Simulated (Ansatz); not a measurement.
Band structure of V3Cd (Pm-3m, 4 atoms in the cell).

```
V3Cd
1.0
    3.93288     0.00000     0.00000
    0.00000     3.93288     0.00000
    0.00000     0.00000     3.93288
V Cd
3 1
Direct
  0.00000   0.50000   0.50000
  0.50000   0.00000   0.50000
  0.50000   0.50000   0.00000
  0.00000   0.00000   0.00000
```
Moments meant for the start (each program seeds them in its own way; μB, in the order of the atoms V V V Cd): 2.0 2.0 2.0 0.0.

Method: PBEsol, PAW files made with PBE (plane waves; Ansatz, a first-principles code).

Settings: kpoints.mp_grid.grid = 7 7 7; hamiltonian.xc = pbesol; hamiltonian.pseudopotentials = {kind: paw} (the program's default PAW files); magnetization.spin_polarized = true; scf.occupations.method = gaussian; scf.occupations.width = 0.0073 Ry; kpoints.band_path.npoints = 8.

The starting cell comes from a database of computed structures (which also holds hypothetical and non-ambient phases and stackings), without a prior relaxation at this level. The starting moments vanished: the run ended non-magnetic, which need not be the lowest state. The program warned that a starting moment was not kept.

Levels in eV from the Fermi level, bands 26 to 33 of the first spin channel:
```json
[
 {"point": "Γ", "26": "-1.30", "27": "-1.18", "28": "-1.18", "29": "1.36", "30": "1.36", "31": "1.36", "32": "1.90", "33": "1.90"},
 {"point": "X", "26": "-1.36", "27": "-1.21", "28": "-0.12", "29": "0.12", "30": "0.12", "31": "0.37", "32": "1.02", "33": "1.04"},
 {"point": "M", "26": "-1.48", "27": "-0.92", "28": "-0.73", "29": "-0.73", "30": "0.33", "31": "0.33", "32": "0.90", "33": "0.95"},
 {"point": "R", "26": "-0.62", "27": "-0.62", "28": "-0.62", "29": "0.01", "30": "0.01", "31": "0.01", "32": "0.59", "33": "1.34"}
]
```

Bands cross the Fermi level along this path, so the cell is metallic at this level.

The net moment of the cell came out as 0.00 μB.

Keys are those of Ansatz 0.2.
